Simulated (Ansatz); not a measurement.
Consider InP in the zinc blende structure (space group F-43m, No. 216; a = 5.907 Å).

Method: plane-wave PAW DFT at the r2SCAN level (Ansatz, a program for electronic structure, 500 eV), no spin-orbit coupling.

Modification: an isotropic linear strain of −0.50 %; the atoms relax in the strained cell.

Estimate the effect on the mean gap deformation potential ΔEg/Δln V.

The mean gap deformation potential ΔEg/Δln V is -5.8 eV.

Whether these cells are dynamically stable was not tested.
